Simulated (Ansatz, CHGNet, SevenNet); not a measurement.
**C axis length of NbAs (I4₁md, No. 109; start mp-2059) at several levels of theory**

No measured value is used here.

```json
[
 {"level (code)": "CHGNet 0.3.0 (CHGNet)", "value (Å)": "…"},
 {"level (code)": "SevenNet-l3i5 (SevenNet)", "value (Å)": "11.765"},
 {"level (code)": "LDA (Ansatz)", "value (Å)": "11.529"},
 {"level (code)": "PBE (Ansatz)", "value (Å)": "11.749"},
 {"level (code)": "PBEsol (Ansatz)", "value (Å)": "11.593"},
 {"level (code)": "PBE-D3(BJ) (Ansatz)", "value (Å)": "11.557"},
 {"level (code)": "PBE-D4 (Ansatz)", "value (Å)": "…"}
]
```

Some entries are withheld; supply them.


- CHGNet 0.3.0 (CHGNet), value (Å): 11.978
- PBE-D4 (Ansatz, an electronic-structure program), value (Å): 11.629

CHGNet 0.3.0, SevenNet-l3i5, LDA, PBE, PBEsol, PBE-D3(BJ), PBE-D4: the relaxation could not lower the start's symmetry, so the cell can be a saddle point above a distorted one. Ansatz's density-functional and Hartree–Fock values are scalar-relativistic unless marked +SOC, with PAW data made under PBE.

Machine-learned potentials (CHGNet 0.3.0, SevenNet-l3i5) are trained on DFT data, which may include these solids.

A start named mp-… is a Materials Project structure, which can be a computed phase never made.
